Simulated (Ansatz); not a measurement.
Take Os in the hcp (Mg type) structure (space group P6_3/mmc, No. 194; a = 2.7290 Å, c = 4.3091 Å; relaxed with 0.1 eV smearing) as the base. Axes: x lies along a and z along c of the hexagonal cell.

Structures relaxed with DFT with PBEsol, PAW potentials and a 420 eV plane-wave cutoff in Ansatz (a quantum-chemistry and plane-wave program), scalar-relativistic without spin-orbit coupling.

Base:

Simulated powder pattern, Cu Kα1, λ = 1.54056 Å (kinematic, ideal powder, no thermal factors, no anomalous dispersion; the 14 strongest lines at most, above 2 %, up to 2θ = 90°):

```json
[
 {"2θ (°)": "38.04", "I/Imax (%)": "24", "hkl": "(100)"},
 {"2θ (°)": "41.90", "I/Imax (%)": "25", "hkl": "(002)"},
 {"2θ (°)": "43.64", "I/Imax (%)": "100", "hkl": "(101)"},
 {"2θ (°)": "57.86", "I/Imax (%)": "15", "hkl": "(102)"},
 {"2θ (°)": "68.74", "I/Imax (%)": "18", "hkl": "(110)"},
 {"2θ (°)": "77.74", "I/Imax (%)": "19", "hkl": "(103)"},
 {"2θ (°)": "81.36", "I/Imax (%)": "2.9", "hkl": "(200)"},
 {"2θ (°)": "83.86", "I/Imax (%)": "22", "hkl": "(112)"},
 {"2θ (°)": "85.05", "I/Imax (%)": "16", "hkl": "(201)"}
]
```

Now apply this change: biaxial strain +3.00 %, plane normal [001], relaxed out of plane (Cartesian); in-plane vectors clamped, the third vector and the atoms free.

After the change:

Simulated powder pattern, Cu Kα1, λ = 1.54056 Å (kinematic, ideal powder, no thermal factors, no anomalous dispersion; the 14 strongest lines at most, above 2 %, up to 2θ = 90°):

```tsv
2θ (°)	d (Å)	I/Imax (%)	hkl
36.89	2.434	25	(100)
42.62	2.119	22	(002)
42.80	2.111	100	(101)
57.62	1.598	14	(102)
66.47	1.405	19	(110)
78.15	1.222	18	(103)
78.52	1.217	3.0	(200)
82.24	1.171	21	(112)
82.36	1.170	16	(201)
```

The indices refer to the base's conventional cell; one index is shown for lines that coincide.

Whether these cells are dynamically stable was not tested. The final runs are not spin-polarised.
